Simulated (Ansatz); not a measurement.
The starting structures come from a database of crystals and need not be the phases stable at ambient conditions.

By PBEsol, the system below comes out a metal.

A figure of merit of an interconnect metal is its ballistic conductance per area.

Here is the system:

```
CELL_PARAMETERS angstrom
      4.48351     0.00000     0.00000
     -2.24175     3.88283     0.00000
      2.24175     1.29428     0.94265
ATOMIC_POSITIONS crystal
  W  0.00000 0.00000 0.00000
```

The cell is strained (lengths along the current scaled by 1.03, ions clamped); by PBEsol it stands under a pressure of -13.0 GPa.

The current flows along the normal of the first two printed cell vectors, the (111) (indices of the unstrained crystal) plane of the conventional cell. No spin-orbit coupling; the value is a mean over 0.1 eV about the Fermi level.

### Question
Compute, with PBEsol in Ansatz (a first-principles code), the ballistic conductance per area.

### Answer
0.86 × 10¹⁵ S/m² for both spins.
